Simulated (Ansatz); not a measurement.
# Carrier doping in AlP

The reference is AlP in the zinc blende structure (space group F-43m, No. 216).

```
AlP
1.0
    0.00000     2.75388     2.75388
    2.75388     0.00000     2.75388
    2.75388     2.75388     0.00000
P Al
1 1
Direct
  0.25000   0.25000   0.25000
  0.00000   0.00000   0.00000
```

Carriers are added at fixed cell with a uniform background; the Fermi–Dirac width is that of 300 K.

The values are results of PBE in Ansatz (plane waves to 420 eV, PAW, scalar-relativistic without spin-orbit coupling), not measurements.

Candidates:
(a) holes 5.0×10^21 cm⁻³
(b) holes 2.0×10^21 cm⁻³
(c) electrons 1.5×10^21 cm⁻³

Before the change:

```
Item                            Value
----------------------------  -------
Gap between the host's bands  1.63 eV
```

Q: Order them by gap between the host's bands, highest first.

A: (a) holes 5.0×10^21 cm⁻³ (1.82 eV), (b) holes 2.0×10^21 cm⁻³ (1.71 eV), (c) electrons 1.5×10^21 cm⁻³ (1.60 eV)

Charged cell with a jellium background: band edges are those of the host's band count, energies are not comparable with the neutral cell, and many-body gap narrowing is missing. Stability against distortions was not tested.

Ansatz is a first-principles code.
